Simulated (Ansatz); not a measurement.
The starting structures come from a database of crystals and need not be the phases stable at ambient conditions.

By PBEsol, the system below comes out a metal.

The ballistic (Sharvin) conductance counts the channels at the Fermi level: G/A = (e²/h) × channels of both spins per area.

Given:

```xyz
1
Lattice="2.8112 0.0000 0.0000 -0.9371 2.6504 0.0000 0.9371 1.3252 2.2503" Properties=species:S:1:pos:R:3 pbc="T T T"
Al     0.0000     0.0000     0.0000
```

Space group of this cell: Fmmm. The cell is strained (lengths across the current scaled by 1.02, ions clamped); by PBEsol its mean pressure is -0.8 GPa.

The current flows along the normal of the first two printed cell vectors. No spin-orbit coupling; the value is a mean over 0.1 eV about the Fermi level.

Problem. State the ballistic conductance per area according to PBEsol run with Ansatz (a first-principles code).

Solution. 1.7 × 10¹⁵ S/m² for both spins.
